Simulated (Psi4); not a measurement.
Psi4 1.11, B3LYP/def2-svp: Hf(NMe)(F)2 (C[N]=[Hf]([F])[F]), 8 atoms. The geometry is a generated start, not checked to be a minimum at this level.

```json
{
 "task": "gradient",
 "method": "b3lyp",
 "basis": "def2-svp",
 "memory": "7 GB",
 "scf_type": "df (default)",
 "guess": "auto, which took SAD (default)",
 "diis_max_vecs": "10 (default)",
 "scf_initial_accelerator": "adiis (default)",
 "e_convergence": "1e-08 (default)",
 "d_convergence": "1e-08 (default)",
 "effective_core_potentials": "those of the basis set, past Kr",
 "basis functions (reference run)": "103",
 "grid points (reference run)": "1476944"
}
```

```xyz
8

Hf    -0.0543     0.3559     1.6949
N     -0.0415     0.0028    -0.1264
C      0.0595    -0.3272    -1.5284
H      0.8506    -1.0669    -1.7041
H     -0.8850    -0.7438    -1.8957
H      0.2859     0.5679    -2.1200
F     -0.9847     1.7352     2.5597
F      0.7695    -0.5238     3.1200
```

Differences are taken against the run with dft_radial_points = 200, dft_spherical_points = 974, dft_pruning_scheme = none (default); no run here is proven converged. One run each, on a shared machine, so no times are given.

Settings tried, all else as in the reference:
- dft_radial_points = 75 (default), dft_spherical_points = 302 (default)
- dft_radial_points = 150, dft_spherical_points = 770
- dft_radial_points = 50, dft_spherical_points = 194
- dft_radial_points = 75 (default), dft_spherical_points = 302 (default), dft_pruning_scheme = robust
- dft_radial_points = 75 (default), dft_spherical_points = 434
- dft_radial_points = 99, dft_spherical_points = 590, dft_pruning_scheme = robust
- dft_radial_points = 99, dft_spherical_points = 590
- dft_radial_points = 35, dft_spherical_points = 110
- dft_radial_points = 99, dft_spherical_points = 590, dft_pruning_scheme = treutler
- dft_radial_points = 75 (default), dft_spherical_points = 302 (default), dft_pruning_scheme = treutler
- dft_radial_points = 25, dft_spherical_points = 50

**Question.** Which of these stay within 10 meV/atom in energy, 100 meV/Å in forces (largest component) of the reference run?

**Answer.** Within it: dft_radial_points = 150, dft_spherical_points = 770; dft_radial_points = 99, dft_spherical_points = 590, dft_pruning_scheme = treutler; dft_radial_points = 99, dft_spherical_points = 590, dft_pruning_scheme = robust; dft_radial_points = 99, dft_spherical_points = 590; dft_radial_points = 75 (default), dft_spherical_points = 434; dft_radial_points = 75 (default), dft_spherical_points = 302 (default), dft_pruning_scheme = robust; dft_radial_points = 75 (default), dft_spherical_points = 302 (default); dft_radial_points = 75 (default), dft_spherical_points = 302 (default), dft_pruning_scheme = treutler; dft_radial_points = 50, dft_spherical_points = 194. Outside: dft_radial_points = 35, dft_spherical_points = 110; dft_radial_points = 25, dft_spherical_points = 50.

| setting | grid points | energy against the reference | difference in forces (largest component) |
|---|---|---|---|
| the reference | 1476944 | — | — |
| dft_radial_points = 150, dft_spherical_points = 770 | 879641 | −0.0033 meV/atom | 4.2 meV/Å |
| dft_radial_points = 99, dft_spherical_points = 590, dft_pruning_scheme = treutler | 262158 | −0.037 meV/atom | 8.1 meV/Å |
| dft_radial_points = 99, dft_spherical_points = 590, dft_pruning_scheme = robust | 330870 | −0.071 meV/atom | 8.1 meV/Å |
| dft_radial_points = 99, dft_spherical_points = 590 | 447036 | −0.071 meV/atom | 8.1 meV/Å |
| dft_radial_points = 75 (default), dft_spherical_points = 434 | 250039 | +0.15 meV/atom | 12 meV/Å |
| dft_radial_points = 75 (default), dft_spherical_points = 302 (default), dft_pruning_scheme = robust | 126867 | +0.19 meV/atom | 17 meV/Å |
| dft_radial_points = 75 (default), dft_spherical_points = 302 (default) | 174011 | +0.19 meV/atom | 17 meV/Å |
| dft_radial_points = 75 (default), dft_spherical_points = 302 (default), dft_pruning_scheme = treutler | 106539 | +0.22 meV/atom | 17 meV/Å |
| dft_radial_points = 50, dft_spherical_points = 194 | 75595 | −0.30 meV/atom | 42 meV/Å |
| dft_radial_points = 35, dft_spherical_points = 110 | 30071 | +0.56 meV/atom | 160 meV/Å |
| dft_radial_points = 25, dft_spherical_points = 50 | 9762 | +37 meV/atom | 580 meV/Å |

Total energies are compared; such shifts often cancel in part in energy differences. The gradients leave out the derivatives of the grid weights. No test of the SCF solution's stability was run. The tolerance is a choice made for this comparison.
